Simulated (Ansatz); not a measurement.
AlN: response to strain

Base system: AlN in the wurtzite structure (space group P6_3mc, No. 186).

AlN has the hexagonal space group P6₃mc (No. 186), the wurtzite structure, Pearson symbol hP4. Lattice parameters: a = b = 3.1302 Å, c = 5.0180 Å, α = β = 90.00°, γ = 120.00°. Al on 2b is coordinated by 4 N at 1.902–1.915 Å (tetrahedral). N on 2b has 4 Al at 1.902–1.915 Å (tetrahedral). (Neighbours: up to the widest gap in distance over summed covalent radii, below 1.35, at either atom; cation-cation and far metal-metal contacts left out.)

Strains are applied to the cell and any free atomic positions relax.

All numbers come from DFT with PBE, PAW potentials and a 420 eV plane-wave cutoff in Ansatz (a program for electronic structure), spin-orbit coupling left out.

```json
[
 {"isotropic strain (%)": "-3", "band gap (eV)": "4.84"},
 {"isotropic strain (%)": "-2.4", "band gap (eV)": "?"},
 {"isotropic strain (%)": "-1.8", "band gap (eV)": "4.51"},
 {"isotropic strain (%)": "-1.2", "band gap (eV)": "4.35"},
 {"isotropic strain (%)": "-0.6", "band gap (eV)": "4.19"},
 {"isotropic strain (%)": "0", "band gap (eV)": "4.03"}
]
```

Q: Fit E_g = E₀ + Dε (ε in %) to the rows shown and predict the withheld row.

A: Least squares on the printed values gives E₀ = 4.03 eV, D = -270 meV per % of strain (largest residual 0.00 eV); this predicts 4.68 eV, and the run gives 4.67 eV, in agreement.

Stability against distortions was not tested.
